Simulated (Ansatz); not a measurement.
# How the equilibrium lattice constant a of MoSi (model structure, started from the CsCl type, Pm-3m, No. 221, 2 atoms in the cell) moves with the method

No measured value is used here.

| level (code) | value (Å) |
|---|---|
| PBE (Ansatz) | ___ |
| PBEsol (Ansatz) | 3.020 |
| PBE-D3(BJ) (Ansatz) | 3.013 |

Fill in the missing entries.


- PBE (Ansatz, an electronic-structure program), value (Å): 3.046

Ansatz's density-functional and Hartree–Fock values are scalar-relativistic unless marked +SOC, with PAW data made under PBE.

A model structure was made by putting elements into a prototype or built by hand; it is no filed structure, need not be a known phase, and can be a saddle point held by its symmetry.
